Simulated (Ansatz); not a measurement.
# ZnSiP2: response to strain

The parent structure is ZnSiP$_{2}$ in the chalcopyrite structure (space group I-42d, No. 122).

```cif
data_P4Si2Zn2
_chemical_formula_sum 'Zn2 Si2 P4'
_space_group_name_H-M_alt 'P 1'
_space_group_IT_number 1
_cell_length_a 6.40422
_cell_length_b 6.40422
_cell_length_c 6.40422
_cell_angle_alpha 131.051
_cell_angle_beta 131.051
_cell_angle_gamma 71.732
loop_
_space_group_symop_operation_xyz
  'x, y, z'
loop_
_atom_site_label
_atom_site_type_symbol
_atom_site_fract_x
_atom_site_fract_y
_atom_site_fract_z
_atom_site_occupancy
Zn1 Zn 0.00000 0.00000 0.00000 1
Zn2 Zn 0.75000 0.25000 0.50000 1
Si1 Si 0.50000 0.50000 0.00000 1
Si2 Si 0.25000 0.75000 0.50000 1
P1 P 0.87500 0.86208 0.48708 1
P2 P 0.13792 0.62500 0.01292 1
P3 P 0.37500 0.38792 0.51292 1
P4 P 0.61208 0.12500 0.98708 1
```

Strains are applied to the cell and any free atomic positions relax.

All numbers come from plane-wave PAW DFT at the LDA level (Ansatz, a first-principles code, 420 eV), no spin-orbit coupling.

Candidates:
(a) isotropic strain +3.00 %
(b) isotropic strain +1.50 %
(c) isotropic strain +2.25 %

Notes on the quantities. energy relative to the base: free energy F.

### Question
Order them by energy relative to the base, lowest first.

### Answer
(b) isotropic strain +1.50 % (+11 meV/atom), (c) isotropic strain +2.25 % (+24 meV/atom), (a) isotropic strain +3.00 % (+41 meV/atom)

No phonon test of stability was made.
